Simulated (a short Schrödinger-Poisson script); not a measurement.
Stack: MOS inversion layer, Si3N4 on p-type Si(111), at 300 K.

```csv
layer,material,thickness (nm),Na (cm⁻³)
1,Si3N4,6.2,-
2,Si,890,2.3e17
```

The device is made up for the run: typed textbook-type constants, with dimensions and the other settings drawn at random. Si3N4: permittivity 7.5, conduction-band edge (eV) 1.95, gap (eV) 5.1, electron mass (mₑ) 0.5. Si: permittivity 11.7, conduction-band edge (eV) 0, gap (eV) 1.124, Nv at 300 K (cm⁻³) 3.1e19.

Channel valleys (confinement mass, in-plane density-of-states mass, number): Δ6 0.258, 0.358, 6. At the gate the conduction-band edge of layer 1 lies 2.27 eV − eVg above the Fermi level of the channel; the field vanishes at the back. Gaps are held at their typed values at every temperature. Mesh 0.03 nm at interfaces.

Solved with a short Schrödinger-Poisson script written for these runs: 1D Poisson equation in equilibrium, electrons quantum, Hartree (BenDaniel-Duke, 12 states a valley, the channel's in-plane mass for all, wave functions ending at the dielectric), parabolic valleys, classical holes, full ionisation, no traps, pinning or gate leakage.

The same stack at other levels of the model or other numerical settings:

```tsv
run	sheet density of all electrons at Vg = 2.85 V (cm⁻²)	sheet density of all electrons at Vg = 1.05 V (cm⁻²)	capacitance at Vg = 2.85 V (μF/cm²)	centroid of the channel electrons at Vg = 2.85 V (nm)	rough cost against the base
base	1.26e13	2.36e12	0.942	1.83	about 1
electrons treated as classical, Boltzmann	1.46e13	?	1.05	0.40	0.03
electrons treated as classical, Fermi-Dirac	1.42e13	?	1.01	?	0.2
mesh six times as coarse	1.26e13	2.36e12	0.942	1.83	0.3
one subband a valley	1.26e13	2.36e12	0.942	1.81	0.7
```

**Question.** What belongs in the gaps?

**Answer.** 
- electrons treated as classical, Boltzmann, sheet density of all electrons at Vg = 1.05 V (cm⁻²): 3.05e12
- electrons treated as classical, Fermi-Dirac, sheet density of all electrons at Vg = 1.05 V (cm⁻²): 3.00e12
- electrons treated as classical, Fermi-Dirac, centroid of the channel electrons at Vg = 2.85 V (nm): 0.62

The classical rows ignore confinement, and Boltzmann statistics overrate the density once the band edge passes the Fermi level.
